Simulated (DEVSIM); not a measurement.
Device: illuminated Si p-on-n cell, one wavelength, with a back-surface field, at 250 K.

```csv
layer (left to right),material,thickness (μm),Nd (cm⁻³),Na (cm⁻³),τn (s),τp (s),absorption coefficient (cm⁻¹)
1,Si,0.620,-,1.7e18,4.8e-7,1.3e-6,1200
2,Si,72.0,8.3e16,-,1.4e-6,1.4e-6,1200
3,Si,0.660,8.2e18,-,1.4e-6,1.4e-6,1200
```

Left contact: ohmic, minority electron recombination velocity 6e6 cm/s. Right contact: ohmic, minority hole recombination velocity 30 cm/s. Voltage is applied to the left contact. Recombination: SRH at mid-gap, radiative, Auger. Gap narrowing is on: ΔEg = 6.92 meV × (l + √(l² + 0.5)), l = ln(N/1.3e17 cm⁻³), shared equally by both band edges. Light enters at the left, 3.4e16 photons cm⁻² s⁻¹, one pass, no reflection. Mobility is constant in doping.

Constants are typed, rounded textbook-type inputs, not results; the design itself was drawn at random and stands for no fabricated device. Values at 300 K; Nc and Nv go as T^1.5, mobilities as T to minus their exponent, the gap by Varshni's rule with the affinity fixed.

| parameter | Si |
|---|---|
| gap (eV) | 1.124 |
| affinity (eV) | 4.05 |
| permittivity | 11.7 |
| Nc (cm⁻³) | 2.86e19 |
| Nv (cm⁻³) | 3.1e19 |
| μn (cm²/Vs) | 1417 |
| μp (cm²/Vs) | 470 |
| T exponent of μn | 2.3 |
| T exponent of μp | 2.2 |
| B (cm³/s) | 4.7e-15 |
| Cn (cm⁶/s) | 2.8e-31 |
| Cp (cm⁶/s) | 9.9e-32 |
| Varshni α (eV/K) | 0.000473 |
| Varshni β (K) | 636 |

Model (solved in DEVSIM): 1D drift-diffusion, Boltzmann statistics, complete ionisation; no tunnelling, impact ionisation, image-force lowering or self-heating.

The photon flux was swept, all else fixed.

```tsv
photon flux (cm^-2 s^-1)	open-circuit voltage (V)	largest power (mW/cm²)	fill factor	short-circuit current (mA/cm²)
1e15	0.535	0.0600	0.83	0.135
3.4e15	0.561	0.216	0.84	0.458
1e16	0.584	0.666	0.85	1.35
3.4e16	0.611	2.38	0.85	4.58
1e17	0.634	7.29	0.85	13.5
3.4e17	0.660	25.9	0.86	45.8
1e18	0.684	79.6	0.86	135
```

From the first row to the last the open-circuit voltage goes from 0.535 to 0.684. From the first row to the last the largest power goes from 0.0600 to 79.6.
